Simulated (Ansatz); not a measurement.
The reference is CdTe in the zinc blende structure (space group F-43m, No. 216; a = 6.558 Å). Axes: x, y, z lie along the cube axes.

The values are results of Ansatz (an electronic-structure program) r2SCAN, without spin-orbit coupling, not measurements.

Strains are applied to the cell and any free atomic positions relax.

One change was made to it. Results:

| quantity | base | after |
|---|---|---|
| pressure (mean of the normal stresses, compression positive) | 0.00 GPa | -0.59 GPa |
| valley order (the lowest conduction-band minima on the path, energy above the VBM, named in the base's zone) | Γ 1.17 eV; L along ⟨111⟩ 2.20 eV | Γ 1.10 eV; L along [111] 2.17 eV |
| energy relative to the base (free energy F) | 0 meV/atom | +1.3 meV/atom |
| valence-band top at Γ (three highest levels, from the VBM) | 0.00, 0.00, 0.00 eV | 0.00, 0.00, -0.05 eV |

Problem. Which change produced these results?
A. uniaxial strain ε_zz = +0.50 %
B. uniaxial strain ε_zz = +1.50 %
C. uniaxial strain ε_zz = +2.50 %
D. uniaxial strain ε_zz = +3.00 %

Solution. B, uniaxial strain ε_zz = +1.50 %. For comparison, the valley order in the other runs: uniaxial strain ε_zz = +3.00 % gives Γ 1.03 eV; L along [111] 2.13 eV; uniaxial strain ε_zz = +0.50 % gives Γ 1.14 eV; L along [111] 2.19 eV; uniaxial strain ε_zz = +2.50 % gives Γ 1.06 eV; L along [111] 2.14 eV.

With Te present, leaving out spin-orbit coupling can change the band edges. The levels and masses belong to the bands next to the band gap. Whether these cells are dynamically stable was not tested.
